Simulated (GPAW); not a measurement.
Band structure of AlInSb2 (P-4m2, 4 atoms in the cell).

```
CELL_PARAMETERS angstrom
      4.42055     0.00000     0.00000
      0.00000     4.42055     0.00000
      0.00000     0.00000     6.22819
ATOMIC_POSITIONS crystal
  Al 0.00000 0.00000 0.00000
  In 0.50000 0.50000 0.50000
  Sb 0.00000 0.50000 0.23337
  Sb 0.50000 0.00000 0.76663
```

Computed with PBEsol, GPAW PAW datasets PBEsol (made by gpaw-setup) (plane waves; GPAW 25.7.0).

Settings: mode = pw; ecut = 550 eV; xc = PBEsol; kpts = 4 4 3; mesh shift (steps) = 0 0 0; occupations.name = fermi-dirac; occupations.width = 0.02 eV; nbands = -4; convergence.forces = 0.001 eV/Å; convergence.bands = -2; symmetry.symmorphic = false; symmetry.tolerance = 0.0005; maxiter = 150; bandpath_npoints = 40.

The starting cell comes from a database of computed structures (which also holds hypothetical and non-ambient phases and stackings), without a prior relaxation at this level. Its lattice was rescaled by a random factor within 2.5 % of one. Spin-orbit coupling is off.

**Question.** Predict the gap along the standard path and the places of the band edges.

**Answer.** The gap along the path is 0.76 eV, from Γ to R; the smallest direct gap on it is 0.78 eV. Another conduction valley lies within 0.1 eV, so the order of the valleys is not sure.

Levels in eV from the top of the valence band on the SCF mesh, bands 20 to 27:
| point | 20 | 21 | 22 | 23 | 24 | 25 | 26 | 27 |
|---|---|---|---|---|---|---|---|---|
| Γ | -2.43 | -0.21 | 0.00 | 0.00 | 0.78 | 1.25 | 1.29 | 3.02 |
| X | -3.06 | -2.83 | -1.38 | -0.89 | 1.95 | 2.59 | 4.41 | 4.50 |
| M | -2.46 | -2.34 | -2.34 | -2.23 | 0.82 | 1.13 | 1.13 | 1.77 |
| Z | -1.79 | -1.79 | -1.28 | -1.28 | 1.33 | 1.60 | 2.69 | 3.06 |
| R | -1.34 | -1.06 | -0.97 | -0.77 | 0.76 | 1.06 | 3.44 | 3.62 |
| A | -3.26 | -3.02 | -2.91 | -2.91 | 3.95 | 3.95 | 3.95 | 4.24 |
